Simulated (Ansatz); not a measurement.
## A computed series for GaAs: alloy series

Consider GaAs in the zinc blende structure (space group F-43m, No. 216; a = 5.746 Å).

The other end (x = 1) is GaP in the zinc blende structure (space group F-43m, No. 216): 20.87 Å³/atom, gap 1.58 eV.

P replaces a fraction x of As; each row is one arrangement (x, atoms in the cell, starting space group or random), fully relaxed.

The values are results of PBE/PAW in Ansatz (a quantum-chemistry and plane-wave program), spin-orbit coupling left out, not measurements.

Candidates:
(a) x(P) = 0.75, 8 atoms, P-4m2
(b) x(P) = 0.25, 8 atoms, Amm2
(c) x(P) = 0.75, 8 atoms, I-42m
(d) x(P) = 0.667, 6 atoms, I-4m2

For the base:

| Quantity | Result |
|---|---|
| Band gap | 0.16 eV |

### Question
Order them by band gap, highest first.

### Answer
(c) x(P) = 0.75, 8 atoms, I-42m (1.20 eV), (a) x(P) = 0.75, 8 atoms, P-4m2 (1.16 eV), (d) x(P) = 0.667, 6 atoms, I-4m2 (1.04 eV), (b) x(P) = 0.25, 8 atoms, Amm2 (0.44 eV)

These are small ordered cells, not random alloys; other orderings at the same x differ. No phonon test of stability was made. A zero or small gap of GaAs can be the functional's error rather than a property of the material.
